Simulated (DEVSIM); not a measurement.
Device: InP n-i-p diode, at 400 K.

```tsv
layer (left to right)	material	thickness (μm)	Nd (cm⁻³)	Na (cm⁻³)	τn (s)	τp (s)
1	InP	0.670	1.9e17	-	2.8e-8	2.8e-8
2	InP	46.0	-	6.5e12	2.8e-8	2.8e-8
3	InP	0.400	-	8e17	2.8e-8	2.8e-8
```

Left contact: ohmic. Right contact: ohmic. Voltage is applied to the left contact. Recombination: SRH at mid-gap, radiative. Mobility is μmin + (μ − μmin)/(1 + (N/Nref)^α).

The device is made up for the run: typed textbook-type constants, with dimensions and the other settings drawn at random. Values at 300 K; Nc and Nv go as T^1.5, mobilities as T to minus their exponent, the gap by Varshni's rule with the affinity fixed.

```tsv
parameter	InP
gap (eV)	1.344
affinity (eV)	4.38
permittivity	12.5
Nc (cm⁻³)	5.7e17
Nv (cm⁻³)	1.1e19
μn (cm²/Vs)	5200
μp (cm²/Vs)	170
μn,min	400
μp,min	10
Nref,n	3e17
Nref,p	4.9e17
αn	0.47
αp	0.62
T exponent of μn	2
T exponent of μp	2
B (cm³/s)	1.2e-10
Varshni α (eV/K)	0.000363
Varshni β (K)	162
```

Model (solved in DEVSIM): 1D drift-diffusion, Boltzmann statistics, complete ionisation; no tunnelling, impact ionisation, image-force lowering or self-heating.

**Question.** Tabulate band edges, carrier densities and field at -1.0 V on the left contact.

**Answer.** Energies count from the Fermi level of the right contact; mesh points crowd at the junctions.

| x (μm) | Ec (eV) | Ev (eV) | n (cm⁻³) | p (cm⁻³) | field (V/cm) |
|---|---|---|---|---|---|
| 0.000 | 1.053 | -0.259 | 1.9e17 | 2300 | ≈ 0 |
| 0.04342 | 1.053 | -0.259 | 1.9e17 | 1.3e7 | ≈ 0 |
| 0.1595 | 1.053 | -0.259 | 1.9e17 | 4.8e7 | ≈ 0 |
| 0.4293 | 1.053 | -0.259 | 1.9e17 | 1.3e8 | ≈ 0 |
| 0.6250 | 1.054 | -0.258 | 1.9e17 | 1.9e8 | 670 |
| 0.6694 | 1.086 | -0.225 | 7.1e16 | 5.3e8 | 26000 |
| 0.7126 | 1.154 | -0.157 | 1.0e16 | 3.8e9 | 10000 |
| 0.9124 | 1.248 | -0.063 | 6.5e14 | 5.9e10 | 2600 |
| 1.415 | 1.321 | 0.010 | 7.8e13 | 5.0e11 | 890 |
| 2.867 | 1.388 | 0.076 | 1.1e13 | 3.7e12 | 220 |
| 7.057 | 1.399 | 0.088 | 3.3e12 | 8.6e12 | -59 |
| 26.32 | 1.118 | -0.194 | 1.6e12 | 8.3e12 | -190 |
| 39.64 | 0.933 | -0.379 | 2.4e13 | 3.1e13 | -79 |
| 44.25 | 0.901 | -0.410 | 5.6e13 | 6.5e13 | -54 |
| 46.11 | 0.922 | -0.389 | 3.0e13 | 2.1e14 | 800 |
| 46.49 | 0.986 | -0.325 | 4.7e12 | 1.4e15 | 3400 |
| 46.62 | 1.066 | -0.245 | 4.6e11 | 1.4e16 | 12000 |
| 46.67 | 1.171 | -0.141 | 2.2e10 | 2.9e17 | 54000 |
| 46.73 | 1.206 | -0.105 | 6.8e9 | 8.0e17 | ≈ 0 |
| 46.87 | 1.206 | -0.105 | 4.0e9 | 8.0e17 | ≈ 0 |
| 47.01 | 1.206 | -0.105 | 1.3e9 | 8.0e17 | ≈ 0 |
| 47.07 | 1.206 | -0.105 | 560 | 8.0e17 | ≈ 0 |
